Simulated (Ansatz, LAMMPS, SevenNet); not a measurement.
Equilibrium lattice constant a of L1₂ (Cu3Au-type) Ni₃Al: levels of theory against measurement

Reference value: 3.572 Å (measured, temperature not stated, not corrected to a static lattice; as tabulated in Tensorial elastic properties and stability of interface states associated with …).

Problem. What do MEAM MoCoNiVFeAlCr_2nn.meam, SevenNet-l3i5, BLYP, PBE, PBE-D3(BJ), PBEsol-D3(BJ), rVV10, r²SCAN, r²SCAN0 give, and how far is each from the reference?

Solution. 
| level (code) | value (Å) | difference (%) |
|---|---|---|
| MEAM MoCoNiVFeAlCr_2nn.meam (LAMMPS) | 3.570 | -0.06 |
| SevenNet-l3i5 | 3.557 | -0.42 |
| BLYP (Ansatz) | 3.614 | +1.18 |
| PBE (Ansatz) | 3.567 | -0.14 |
| PBE-D3(BJ) (Ansatz) | 3.524 | -1.34 |
| PBEsol-D3(BJ) (Ansatz) | 3.483 | -2.49 |
| rVV10 (Ansatz) | 3.581 | +0.25 |
| r²SCAN (Ansatz) | 3.526 | -1.29 |
| r²SCAN0 (Ansatz) | 3.521 | -1.43 |

Leaving aside MEAM MoCoNiVFeAlCr_2nn.meam (doubt noted below): The reference's temperature isn't stated, so close values are not ranked against it. Off by more than 1.25 %, or 1.75 % on the side where a correction would as a rule narrow the miss (bounds picked here): PBEsol-D3(BJ) (-2.49 %).

The reference isn't brought to a static lattice, while the calculations are for one, so the differences are not the levels' errors alone. A static lattice is as a rule a little smaller than the measured one. Spin-polarised runs: BLYP (parallel moments), PBE (parallel moments), PBE-D3(BJ) (parallel moments), PBEsol-D3(BJ) (parallel moments), rVV10 (parallel moments), r²SCAN (parallel moments), r²SCAN0 (parallel moments). MEAM MoCoNiVFeAlCr_2nn.meam: the potential file covers more elements than this solid holds. Cutoffs and k meshes differ between the levels. Ansatz's density-functional and Hartree–Fock values are scalar-relativistic unless marked +SOC, with PAW data made under PBE.

Empirical potentials (MEAM MoCoNiVFeAlCr_2nn.meam) are fitted to chosen data: where that held the value shown, agreement is built in, and what lay outside the fit can be far off. Machine-learned potentials (SevenNet-l3i5) are trained on DFT data: a solid inside that data is no test of them.

Differences are worked out from the printed values.

Ansatz is a program for electronic structure.
